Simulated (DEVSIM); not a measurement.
System: Schottky contact on p-type CdTe, at 300 K.

Layer 1 from the left is CdTe, thickness (μm) 3.50, Na (cm⁻³) 4.2e15, τn (s) 7.8e-8, τp (s) 7.8e-8.

Left contact: Schottky, work function 4.73 eV, emission velocity 1e7 cm/s. Right contact: ohmic. Voltage is applied to the left contact. Recombination: SRH at mid-gap. Mobility is μmin + (μ − μmin)/(1 + (N/Nref)^α).

Constants are typed, rounded textbook-type inputs, not results; the design itself was drawn at random and stands for no fabricated device. Values at 300 K.

CdTe: gap (eV) 1.5, affinity (eV) 4.28, permittivity 10.2, Nc (cm⁻³) 8e17, Nv (cm⁻³) 1.8e19, μn (cm²/Vs) 1000, μp (cm²/Vs) 80, μn,min 100, μp,min 10, Nref,n 1e17, Nref,p 1e17, αn 0.6, αp 0.6.

Simulated with DEVSIM: 1D drift-diffusion, Boltzmann statistics, complete ionisation; no tunnelling, impact ionisation, image-force lowering or self-heating. Metal contacts follow the ideal Schottky-Mott rule: no Fermi-level pinning, no interface dipoles.

Dark forward current:

```tsv
|V| (V)	|J| (A/cm²)
0.05	7.952e-11
0.10	5.897e-10
0.15	3.955e-9
0.20	2.630e-8
0.25	1.748e-7
0.30	1.158e-6
0.35	7.645e-6
0.40	5.015e-5
0.45	0.0003264
0.50	0.002100
0.55	0.01327
0.60	0.08068
0.65	0.4386
0.70	1.774
0.75	4.677
0.80	8.862
0.85	13.83
0.90	19.27
0.95	25.00
1.00	30.95
1.05	37.04
1.10	43.23
1.15	49.52
1.20	55.87
1.25	62.27
1.30	68.72
```

Problem. Work out the local ideality factor n = ΔV / (kT/q · ln(J2/J1)) between the rows 0.15 and 0.20 V, 1.25 and 1.30 V.

Solution. kT/q = 25.85 mV. From 0.15 to 0.20 V: ln(2.630e-8/3.955e-9) = 1.895, n = 1.02, near the 1 of diffusion or emission over a barrier. From 1.25 to 1.30 V: ln(68.72/62.27) = 0.099, n = 19.62; the layers' resistance at their doping, Σ W/(qμN) = 0.0073 Ω cm², would take 47 mV of this step of 50 mV.

Problem. Estimate the current at 0.35 V for emission alone, J0 = q v N_band exp(−φB/kT), and read the barrier back from the simulated current.

Solution. φB = 1.050 eV, N_band = 1.80e19 cm⁻³, J0 = 6.60e-11 A/cm²; J = J0 (exp(qV/kT) − 1) = 5.01e-5 A/cm². The simulation gives 7.65e-6 A/cm²; the estimate lies 550 % above. Read backwards, the simulated current gives an apparent barrier of 1.099 eV. The estimate leaves out transport through the depletion region and minority injection.
